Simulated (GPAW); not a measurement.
Band structure of NbC (Fm-3m, 2 atoms in the cell).

```yaml
crystal:
  lattice:
    - [0.00000, 2.23500, 2.23500]
    - [2.23500, 0.00000, 2.23500]
    - [2.23500, 2.23500, 0.00000]
  atoms:
    - { symbol: Nb, position: [0.00000, 0.00000, 0.00000] }
    - { symbol: C, position: [0.50000, 0.50000, 0.50000] }
```

Computed with PBE, GPAW PAW datasets PBE (gpaw-data 1.0.1) (plane waves; GPAW).

Settings: mode = pw; ecut = 900 eV; xc = PBE; kpts = 17 17 17; mesh shift (steps) = 0 0 0; occupations.name = fermi-dirac; occupations.width = 0.05 eV; nbands = -8; convergence.density = 1e-05 e/electron; symmetry.symmorphic = false; symmetry.tolerance = 0.0005; maxiter = 120; bandpath_npoints = 40.

The starting cell has typed, rounded lattice constants, without a prior relaxation at this level. Spin polarisation is off.

Levels in eV from the Fermi level, bands 5 to 12:
```tsv
point	5	6	7	8	9	10	11	12
Γ	-13.46	-1.34	-1.34	-1.34	-0.26	-0.26	-0.26	0.33
X	-12.11	-4.19	-3.90	-1.35	-1.35	1.96	3.19	3.19
W	-11.31	-4.65	-4.42	-4.42	1.50	1.50	3.20	5.17
K	-11.40	-5.18	-4.26	-3.52	-0.34	2.45	3.38	5.54
L	-9.83	-7.57	-5.14	-5.14	2.10	2.10	3.53	5.77
U	-11.40	-5.18	-4.26	-3.52	-0.34	2.45	3.38	5.54
```

Bands cross the Fermi level along this path, so the cell is metallic at this level.
